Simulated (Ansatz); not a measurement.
Consider SiO₂ in the rutile structure (space group P4_2/mnm, No. 136; a = 4.236 Å, c = 2.690 Å).

Calculations: Ansatz (a first-principles code) PBE, no spin-orbit coupling.

One change was made to it. Results:

```tsv
quantity	base	after
c/a ratio	0.635	0.646
lattice parameter a	4.236 Å	4.087 Å
```

Question: Which change produced these results?
A) pressure 4.5 GPa
B) pressure 9 GPa
C) pressure 30 GPa
D) pressure −1 GPa
E) pressure 0.9 GPa

Answer: C, pressure 30 GPa. For comparison, the lattice parameter a in the other runs: pressure 9 GPa gives 4.181 Å; pressure 4.5 GPa gives 4.207 Å; pressure −1 GPa gives 4.243 Å; pressure 0.9 GPa gives 4.230 Å.

Load acts through the strain it causes; cell and atoms are relaxed under it. Whether these cells are dynamically stable was not tested. No other phases were tried under pressure.
